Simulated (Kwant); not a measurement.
System: Aharonov-Bohm ring in a GaAs two-dimensional gas. Effective mass 0.067 mₑ, grid spacing 25 nm, hard walls, nominal width 300 nm (11 grid rows, so walls 300 nm apart), one parabolic valley, scattering region 2100 nm long along x; energies count from the band bottom; Fermi energy 0.000104 eV. Ring of mean radius 600 nm, arms as wide as the leads. Perpendicular field swept from 0 to 0.015 T, none in the leads; orbital effect alone.

The device is made up for the run: typed textbook-type constants, with dimensions and the other settings drawn at random.

Kwant, effective-mass tight-binding model on a square grid, one spin, coherent transport at 0 K. Conductance is in e²/h.

Density of the scattering states that come in from the left lead, at field = 0.011292 T, in bins, relative to the largest site value (x marks bins outside the device):

```
|xxxxxxxxxxxxxxx00000000000000xxxxxxxxxxxxxxx|
|xxxxxxxxxxxx00000001222100000000xxxxxxxxxxxx|
|xxxxxxxxxxx0011100012221001221100xxxxxxxxxxx|
|xxxxxxxxx00012321000010000122210000xxxxxxxxx|
|xxxxxxxx0000112100000000000010000000xxxxxxxx|
|xxxxxxxx000000000xxxxxxxxxx000001100xxxxxxxx|
|xxxxxxx001110000xxxxxxxxxxxx000122100xxxxxxx|
|xxxxxx00123200xxxxxxxxxxxxxxxx00121000xxxxxx|
|xxxxxx0001210xxxxxxxxxxxxxxxxxx0000000xxxxxx|
|0012321000100xxxxxxxxxxxxxxxxxx0000001100000|
|1147985200000xxxxxxxxxxxxxxxxxx0001222333333|
|1147985211100xxxxxxxxxxxxxxxxxx0012222333333|
|0012321112210xxxxxxxxxxxxxxxxxx0012211111111|
|xxxxxx0023320xxxxxxxxxxxxxxxxxx0122100xxxxxx|
|xxxxxx00244200xxxxxxxxxxxxxxxx00233100xxxxxx|
|xxxxxxx012321000xxxxxxxxxxxx000134310xxxxxxx|
|xxxxxxxx012211100xxxxxxxxxx000123310xxxxxxxx|
|xxxxxxxx0012333210000000000111222100xxxxxxxx|
|xxxxxxxxx00134432111111001233321100xxxxxxxxx|
|xxxxxxxxxxx0122322233332123332100xxxxxxxxxxx|
|xxxxxxxxxxxx00011123443222221000xxxxxxxxxxxx|
|xxxxxxxxxxxxxxx00001111000000xxxxxxxxxxxxxxx|
```
Scale: ten equal steps from 0.000 (start of '0') to 0.881 (end of '9'), in the order '0123456789'; x runs from -1000 to 1000, y from -692 (bottom) to 692 (top).

The conductance there is 0.73 e²/h with 1 open channel(s) in the leads.
